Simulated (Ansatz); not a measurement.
# Pressure series in TaSi2

Take TaSi$_{2}$ (space group P6_222, No. 180; a = 4.7760 Å, c = 6.5628 Å) as the base.

Cell and atoms are relaxed at each pressure.

Calculations: r2SCAN (Ansatz, an electronic-structure program, PAW, without spin-orbit coupling).

Notes on the quantities. enthalpy: H = E + PV relative to the base's energy.

```json
[
 {"case": "base", "density": "9.11 g/cm³", "shortest interatomic distance": "2.550 Å", "enthalpy": "–"},
 {"case": "pressure −2 GPa", "density": "[?]", "shortest interatomic distance": "[?]", "enthalpy": "-0.18 eV/atom"},
 {"case": "pressure −1 GPa", "density": "9.06 g/cm³", "shortest interatomic distance": "2.554 Å", "enthalpy": "-0.09 eV/atom"},
 {"case": "pressure 0.3 GPa", "density": "9.13 g/cm³", "shortest interatomic distance": "2.549 Å", "enthalpy": "+0.03 eV/atom"},
 {"case": "pressure 0.7 GPa", "density": "9.14 g/cm³", "shortest interatomic distance": "2.548 Å", "enthalpy": "+0.06 eV/atom"},
 {"case": "pressure 1.5 GPa", "density": "9.18 g/cm³", "shortest interatomic distance": "2.545 Å", "enthalpy": "+0.13 eV/atom"},
 {"case": "pressure 3 GPa", "density": "9.25 g/cm³", "shortest interatomic distance": "2.539 Å", "enthalpy": "+0.27 eV/atom"},
 {"case": "pressure 5 GPa", "density": "9.34 g/cm³", "shortest interatomic distance": "2.533 Å", "enthalpy": "+0.44 eV/atom"},
 {"case": "pressure 7.5 GPa", "density": "9.44 g/cm³", "shortest interatomic distance": "2.525 Å", "enthalpy": "+0.66 eV/atom"},
 {"case": "pressure 10 GPa", "density": "9.54 g/cm³", "shortest interatomic distance": "2.517 Å", "enthalpy": "+0.88 eV/atom"}
]
```

Some entries are withheld; estimate them.


- pressure −2 GPa, density: 9.02 g/cm³
- pressure −2 GPa, shortest interatomic distance: 2.558 Å

Load acts through the strain it causes; cell and atoms are relaxed under it. No phonon test of stability was made. Competing high-pressure phases were not computed. The final runs are not spin-polarised. An odd electron count without spin: TaSi2.
